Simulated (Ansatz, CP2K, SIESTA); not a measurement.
## One structure in several programs: WS2 (P6_3/mmc, 6 atoms in the cell)

Band-structure calculation.

```
CELL_PARAMETERS angstrom
      1.57500    -2.72798     0.00000
      1.57500     2.72798     0.00000
      0.00000     0.00000    12.32000
ATOMIC_POSITIONS crystal
  W  0.33333 0.66667 0.25000
  W  0.66667 0.33333 0.75000
  S  0.33333 0.66667 0.87800
  S  0.66667 0.33333 0.37800
  S  0.66667 0.33333 0.12200
  S  0.33333 0.66667 0.62200
```

Shared settings, as Ansatz (a program for electronic structure) writes them: kpoints.mp_grid.grid = 7 7 2; scf.occupations.method = fermi_dirac; scf.occupations.width = 0.0015 Ry. Potentials and cutoffs stand in the table.

```json
[
 {"code": "SIESTA", "model": "GGA PBE, numerical atomic orbitals DZP, PseudoDojo PBE standard norm-conserving potentials (rewritten from UPF to PSML)", "gap along the path (eV)": "1.02", "smallest direct gap (eV)": "1.85", "cutoff": "grid 350 Ry"},
 {"code": "CP2K", "model": "PBE, GPW, DZVP-MOLOPT-SR-GTH basis, GTH-PBE potentials (GTH_POTENTIALS)", "gap along the path (eV)": "1.01", "smallest direct gap (eV)": "1.92", "cutoff": "grid 500 Ry"},
 {"code": "Ansatz", "model": "PBE, default PAW files", "gap along the path (eV)": "0.97", "smallest direct gap (eV)": "1.86", "cutoff": "default"}
]
```

On Ansatz's run: spin-orbit coupling is off.

The spread over the programs that give each value: gap along the path within 0.05 eV; smallest direct gap within 0.07 eV.

SIESTA and CP2K use small atom-centred bases, whose incompleteness enters pressures, forces and empty levels differently from a plane-wave cutoff.

The starting cell has typed, rounded lattice constants, without a prior relaxation at this level.

Left out of this page: Quantum ESPRESSO and Elk (not drawn, or without a comparable value).

Keys are those of Ansatz 0.2.
